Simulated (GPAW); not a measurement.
Converging the k-point mesh: Sr (Fm-3m, 1 atom in the cell)

```xyz
1
Lattice="0.0000 3.0309 3.0309 3.0309 0.0000 3.0309 3.0309 3.0309 0.0000" Properties=species:S:1:pos:R:3 pbc="T T T"
Sr     0.0000     0.0000     0.0000
```

Computed with PBE, GPAW PAW datasets PBE (gpaw-data 1.0.1) (plane waves; GPAW).

Base settings: mode = pw; ecut = 600 eV; xc = PBE; kpts = 7 7 7; mesh shift (steps) = 0 0 0; occupations.name = fermi-dirac; occupations.width = 0.1 eV; nbands = -7; convergence.forces = 0.001 eV/Å; symmetry.symmorphic = false.

The second cell is the first with its lattice scaled by 0.98.

Only quantities that move along the ladder and can be compared are tabulated.

The count of work is k-points × plane waves × bands × iterations; it is no time. 

The starting cell has typed, rounded lattice constants, without a prior relaxation at this level. Its lattice was rescaled by up to half a per cent.

| kpts | free energy less the last step's (meV/atom) | energy of the compressed cell less the first (meV/atom) | pressure (GPa) | count of work / last |
|---|---|---|---|---|
| 2 2 2 | 24.48 | -71.29 | -3.46 | 0.0030 |
| 3 3 3 | 97.50 | 17.85 | 0.39 | 0.0049 |
| 4 4 4 | -41.98 | 8.69 | 0.04 | 0.0098 |
| 5 5 5 | -2.44 | 4.95 | -0.14 | 0.012 |
| 6 6 6 | 13.02 | 6.77 | -0.05 | 0.020 |
| 7 7 7 | -3.58 | 6.49 | -0.08 | 0.024 |
| 8 8 8 | -0.68 | 6.22 | -0.09 | 0.036 |
| 9 9 9 | 1.62 | 6.37 | -0.08 | 0.043 |
| 10 10 10 | -0.56 | 6.35 | -0.08 | 0.057 |
| 11 11 11 | -0.20 | 6.37 | -0.08 | 0.069 |
| 14 14 14 | -0.06 | 6.36 | -0.08 | 0.13 |
| 15 15 15 | 0.05 | 6.36 | -0.08 | 0.15 |
| 17 17 17 | -0.01 | 6.35 | -0.08 | 0.20 |
| 18 18 18 | 0.01 | 6.36 | -0.08 | 0.24 |
| 20 20 20 | 0.00 | 6.35 | -0.08 | 0.31 |
| 23 23 23 | 0.00 | 6.35 | -0.08 | 0.45 |
| 25 25 25 | 0.00 | 6.35 | -0.08 | 0.56 |
| 28 28 28 | 0.00 | 6.35 | -0.08 | 0.76 |
| 31 31 31 | 0.00 | 6.35 | -0.08 | 1.0 |

Coarsest kpts that holds the energy of the compressed cell less the first within 2 meV/atom of the last step, with all finer ones: 5 5 5, at 0.012 of the last step's count of work; the step before is off by 2.3 meV/atom.

Coarsest kpts that holds the free energy within 5 meV/atom of the last step, with all finer ones: 7 7 7, at 0.024 of the last step's count of work; the step before is off by 13 meV/atom.

Coarsest kpts that holds the pressure within 1 GPa of the last step, with all finer ones: 3 3 3, at 0.0049 of the last step's count of work; the step before is off by 3.4 GPa.

The energy difference between the two cells stays within 1 meV/atom of the last step's from 6 6 6 on, the total only from 10 10 10 on: much of the error is common to both cells and cancels.
